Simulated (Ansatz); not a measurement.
Defect: N vacancy in wurtzite GaN, charge state +1. Computed with PBE, PAW (plane waves to 420 eV; Ansatz, a program for electronic structure).

Settings: 72 host sites, the relaxed PBE lattice, one k-point at (0.125, 0.250, 0.250), smearing 0.01 eV, spin-restricted, no image-charge correction. Static, classical nuclei. The charge state is imposed; whether it is stable for some Fermi level was not computed. Forms of the defect that were not tried may lie lower.

Barriers: single points on a 2×2×2 k-point mesh shifted by half a step along c at the bands' geometries.

The step: a nearby N atom hops onto the vacant site. Atoms about the jump, Cartesian Å from the middle of the jump, before and after:

```
atom     x0     y0     z0     x1     y1     z1
----  -----  -----  -----  -----  -----  -----
N1     0.80   1.39   0.00  -0.80  -1.39   0.00
Ga2    0.82  -0.46   0.66   0.80  -0.49   0.66
Ga3   -2.41  -0.46   0.65  -2.42  -0.47   0.65
Ga4   -0.81  -1.39  -2.03  -0.81  -1.40  -1.98
Ga5   -0.80   2.33   0.65  -0.81   2.33   0.65
Ga6    0.81   1.40  -1.97   0.80   1.39  -2.03
N7    -2.40   1.38   0.00  -2.40   1.39   0.00
N8     0.80  -0.47  -2.60   0.81  -0.46  -2.60
Ga9   -2.41   1.40  -1.98  -2.42   1.38  -1.98
N10   -2.41  -0.47  -2.61  -2.41  -0.47  -2.62
N11    0.80  -0.47   2.62   0.81  -0.46   2.61
N12   -0.80   2.32  -2.62  -0.80   2.32  -2.61
N13    2.40  -1.40   0.00   2.41  -1.38   0.00
Ga14  -0.80  -3.28   0.66  -0.80  -3.26   0.65
N15   -2.41  -0.47   2.61  -2.41  -0.47   2.62
N16   -0.80   2.32   2.62  -0.80   2.32   2.61
```

Problem. Predict the transition state.

Solution. 
```csv
atom,x,y,z
N1,-0.41,0.13,-0.22
Ga2,0.91,-0.72,0.77
Ga3,-2.34,-0.34,0.62
Ga4,-0.76,-1.26,-1.96
Ga5,-0.88,2.22,0.59
Ga6,0.72,1.33,-1.99
N7,-2.60,1.51,-0.02
N8,0.88,-0.48,-2.68
Ga9,-2.48,1.44,-1.98
N10,-2.41,-0.43,-2.62
N11,0.87,-0.52,2.67
N12,-0.83,2.31,-2.63
N13,2.51,-1.46,0.00
Ga14,-0.81,-3.18,0.66
N15,-2.37,-0.45,2.59
N16,-0.79,2.28,2.57
```
It lies 3.64 eV above the start and 3.64 eV above the end. The program found a first-order saddle point.
